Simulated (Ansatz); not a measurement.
Data:

```xyz
2
Lattice="0.0000 2.6484 2.6484 2.6484 0.0000 2.6484 2.6484 2.6484 0.0000" Properties=species:S:1:pos:R:3 pbc="T T T"
O      0.0000     0.0000     0.0000
Ba     2.6484     2.6484     2.6484
```

No spin polarisation.

Computed with PBE in Ansatz (plane waves to 420 eV, PAW, no spin-orbit coupling). k-mesh 10×10×10 (Γ-centred); smearing 0.05 eV (Fermi–Dirac).

Estimate the electron mass.

1.2 mₑ along k, 0.37 mₑ across (at X).

What is the computed gap character?

Direct at X.

Load acts through the strain it causes; cell and atoms are relaxed under it. Masses are band curvatures over ±0.01 Å⁻¹ around the edge. Along k means along the line from Γ to the band edge. Whether these cells are dynamically stable was not tested. No other phases were tried under pressure. The cell was made from BaO in the rock salt structure (space group Fm-3m, No. 225) by this change: pressure 15 GPa.

Ansatz is an electronic-structure program.
